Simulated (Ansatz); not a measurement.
The structure below was relaxed with plane-wave PAW DFT at the PBE level (Ansatz, a first-principles code, 420 eV), scalar-relativistic without spin-orbit coupling, at pressure 2.1 GPa.

```
CELL_PARAMETERS angstrom
     -2.98928     2.98928     5.66553
      2.98928    -2.98928     5.66553
      2.98928     2.98928    -5.66553
ATOMIC_POSITIONS crystal
  Cd 0.00000 0.00000 0.00000
  Cd 0.75000 0.25000 0.50000
  Ge 0.50000 0.50000 0.00000
  Ge 0.25000 0.75000 0.50000
  As 0.87500 0.84872 0.47372
  As 0.15128 0.62500 0.02628
  As 0.37500 0.40128 0.52628
  As 0.59872 0.12500 0.97372
```

Task: Find the space group and the Wyckoff positions.

Result: Space group I-42d (No. 122); a = b = 5.979 Å, c = 11.331 Å, α = β = γ = 90.00°

```csv
atom,site,symmetry,x,y,z
Cd,4a,-4..,0.0000,0.0000,0.0000
Ge,4b,-4..,0.0000,0.0000,0.5000
As,8d,.2.,0.2763,0.2500,0.1250
```

Load acts through the strain it causes; cell and atoms are relaxed under it. Stability against distortions was not tested. The cell was made from CdGeAs$_{2}$ in the chalcopyrite structure (space group I-42d, No. 122) by this change: pressure 2.1 GPa.
